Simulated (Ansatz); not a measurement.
Cost and result by functional for the adsorption energy of OH on the 1x1 (110) surface of 3C silicon carbide (cut with top plane C + Si), one in a 2x2 cell, started at the site 'hollow Si', in Ansatz (plane waves, PAW). Single points on the PBE structure, on one kind of machine; costs are rough ratios of the slab run's core time (references not counted) to the cheapest single point. r2SCAN's cost holds its higher cutoff (500 against 420 eV). Differences are taken against r2SCAN for comparison alone: no measured value is at hand, so the table doesn't rank accuracy.

Host crystal: 3C silicon carbide, with a band gap (PBE, scalar-relativistic without spin-orbit coupling).

Model: 50-atom slab, 7.7 Å thick at the start under the adsorbate (thin: gaps and levels are the slab's own), 3x3x1 mesh, Fermi-Dirac 0.01 eV, dipole correction, 24 atoms held, the rest relaxed; no symmetry held; spin-polarised, ending with about 1.0 μB a cell; orders that need a larger cell were not tried, no spin-orbit, no U, no dispersion correction. At the end it is bonded to Si. In PBE it is, or lies within 0.03 eV of, the lowest of the starts that converged. These notes are the PBE run's. r2SCAN: The program's check for a lower electronic state was not made. Adsorption energies are against H2O(g) − ½ H2(g). A negative adsorption energy means that the adsorbate is more stable on the surface than in its reference.

```csv
functional,relative cost,adsorption energy (eV),less r2SCAN (eV)
RPBE,1,-0.94,0.48
r2SCAN,2,-1.42,0.00
PBE (the relaxed run's value),–,-1.07,0.35
```

The values span 0.48 eV, while the single points' costs differ by a factor of roughly 2. Differences are of unrounded values.

Ansatz is a first-principles code.
